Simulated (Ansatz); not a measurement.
Consider GaAs in the zinc blende structure (space group F-43m, No. 216; a = 5.659 Å). Axes: x, y, z lie along the cube axes.

Modification: uniaxial strain ε_xx = −1.97 %, all other strain components held at zero, atoms relaxed at fixed cell.

Levels (all Ansatz, a first-principles code, PAW): PBEsol (420 eV, scalar-relativistic without spin-orbit coupling); r2SCAN (500 eV, spin-orbit coupling left out); HSE06 (420 eV, no spin-orbit coupling).

One geometry, relaxed with PBEsol, under each level:

```csv
level,band gap,lowest conduction level above the VBM at special points,hole mass,pressure
PBEsol,0.49 eV,Γ 0.49 eV; N 0.90 eV; M 1.17 eV; X 1.29 eV,–,1.44 GPa
r2SCAN,1.07 eV,Γ 1.07 eV; N 1.34 eV; M 1.57 eV; X 1.70 eV,"0.057 mₑ along x, 0.32 mₑ across (at Γ)",1.83 GPa
HSE06,1.48 eV,Γ 1.48 eV; N 1.73 eV; M 1.86 eV,–,–
```

Single points use the geometry relaxed with PBEsol. Their cutoffs differ, which shifts pressures a little. Effective masses come from finite differences of ±0.01 Å⁻¹. Stability against distortions was not tested. Labels are those of the standard path for the cell's own space group.
